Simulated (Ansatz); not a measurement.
**Converging shifted k-point meshes: MoW (Cmm2, 2 atoms in the cell)**

```
CELL_PARAMETERS angstrom
      1.57139    -2.22313     0.00000
      1.57139     2.22313     0.00000
      0.00000     0.00000     4.46416
ATOMIC_POSITIONS crystal
  Mo 0.00000 0.00000 0.01120
  W  0.50000 0.50000 0.50000
```

Method: PBEsol, default PAW files made with PBE (plane waves; Ansatz, an electronic-structure program).

Base settings: basis.ecutwfc = 420 eV; kpoints.mp_grid.grid = 13 13 8; hamiltonian.xc = pbesol; hamiltonian.pseudopotentials = {kind: paw} (the program's default PAW files); scf.occupations.method = fermi_dirac; scf.occupations.width = 0.1 eV.

In this ladder: kpoints.mp_grid.shift = 0.5 0.5 0.5.

Only quantities that move along the ladder and can be compared are tabulated.

The count of work is k-points × plane waves × bands × iterations; it is no time. Core times come from one kind of shared machine, to one figure; runs under 30 s give none.

The starting cell comes from a database of computed structures (which also holds hypothetical and non-ambient phases and stackings), without a prior relaxation at this level. Its lattice was rescaled by up to half a per cent. One atom was moved a little off its site on purpose. Spin polarisation is off. Ansatz's pressure includes its estimate of the finite-basis (Pulay) stress.

```tsv
kpoints.mp_grid.grid	free energy less the last step's (meV/atom)	pressure (GPa)	largest difference of a force vector from the last step's (eV/Å)	count of work / last	core time / last (rough)
2 2 2	1203.74	17.23	0.535	0.00041	–
3 3 2	19.12	0.89	0.174	0.00062	–
4 4 2	-100.61	-1.79	0.043	0.0011	–
4 4 3	-75.18	-1.94	0.076	0.0022	–
5 5 3	39.79	0.43	0.098	0.0032	–
6 6 3	5.12	-1.14	0.050	0.0037	–
6 6 4	18.04	-0.69	0.013	0.0043	–
7 7 4	-4.10	-0.80	0.024	0.0058	–
8 8 5	4.29	-1.03	0.007	0.011	–
9 9 5	13.13	-1.05	0.001	0.014	–
10 10 6	-5.69	-1.39	0.028	0.016	–
11 11 7	-8.34	-1.33	0.011	0.026	–
12 12 7	2.76	-0.97	0.021	0.030	–
13 13 8	3.96	-1.09	0.010	0.035	–
15 15 9	-1.73	-1.16	0.004	0.058	–
16 16 10	1.95	-1.14	0.002	0.065	–
18 18 11	-0.99	-1.15	0.001	0.097	–
20 20 12	0.86	-1.11	0.000	0.12	–
22 22 13	-0.51	-1.14	0.002	0.17	0.2
25 25 15	-0.51	-1.17	0.000	0.24	0.3
28 28 16	-0.09	-1.15	0.001	0.30	0.3
34 34 20	0.13	-1.14	0.000	0.55	0.6
42 42 24	0.00	-1.14	0.000	1.0	1
```

Coarsest kpoints.mp_grid.grid that holds the pressure within 0.5 GPa of the last step, with all finer ones: 6 6 3, at 0.0037 of the last step's count of work; the step before is off by 1.6 GPa.

Coarsest kpoints.mp_grid.grid that holds the forces within 0.005 eV/Å of the last step, with all finer ones: 15 15 9, at 0.058 of the last step's count of work; the step before is off by 0.010 eV/Å.

Keys are those of Ansatz 0.2.
